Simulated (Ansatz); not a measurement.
**A computed series for SnO: pressure series**

Take SnO in the litharge type structure (space group P4/nmm, No. 129; a = 3.836 Å, c = 4.757 Å; layered, stacked along the Cartesian z axis) as the base.

Cell and atoms are relaxed at each pressure.

All numbers come from PBE-D3(BJ) (Ansatz, a first-principles code, PAW, spin-orbit coupling left out), earlier PAW set.

| variant | band gap | c/a ratio | lattice parameter a |
|---|---|---|---|
| base | zero | 1.240 | 383.6 pm |
| pressure −2 GPa | 0.56 eV | 1.322 | 387.0 pm |
| pressure −1 GPa | 0.20 eV | 1.268 | 385.2 pm |
| pressure 0.9 GPa | zero | 1.223 | 382.3 pm |
| pressure 2.1 GPa | zero | 1.206 | 380.5 pm |
| pressure 4.5 GPa | zero | 1.185 | 377.1 pm |
| pressure 9 GPa | zero | 1.163 | 372.1 pm |
| pressure 15 GPa | zero | 1.144 | 367.1 pm |
| pressure 22.5 GPa | zero | 1.135 | 361.4 pm |
| pressure 30 GPa | zero | 1.127 | 357.1 pm |

Load acts through the strain it causes; cell and atoms are relaxed under it. No phonon test of stability was made. No other phases were tried under pressure. All final runs are without spin polarisation. The zero or small gap of SnO can change with the level of theory.
